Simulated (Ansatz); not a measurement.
Defect: interstitial H in anatase TiO2, charge state +1. Level of theory: PBE, PAW (plane waves to 420 eV; Ansatz, an electronic-structure program).

108-site cell at the relaxed PBE lattice, the Γ point alone, smearing 0.01 eV, spin-restricted, no finite-size correction. No zero-point or tunnelling terms. The charge state is imposed; whether it is stable for some Fermi level was not computed. Sites that were not tried may lie lower.

Barriers: single points on a 2×2×2 k-point mesh shifted by half a step at the bands' geometries.

A. H moves alone to another site; the atom moves 2.91 Å along (0.18, 0.00, -0.29) of the unit cell; the moving atom starts with neighbours O at 0.98, 2 O at 2.12 Å and ends with O at 0.98, 2 O at 2.12 Å; saddle order inconclusive, on a symmetry element.
B. H moves alone to another site; the atom moves 1.21 Å along (0.32, 0.00, 0.00) of the unit cell; the moving atom starts with neighbours O at 0.98, 2 O at 2.12 Å and ends with O at 0.98, 2 O at 2.12 Å; saddle order inconclusive, on a symmetry element.

A band can be held on a symmetry element, so unchecked saddle points there may be too high.

Q: Order them by forward barrier (lowest first) at the level PBE, PAW.

A: B (0.56 eV), A (1.02 eV)
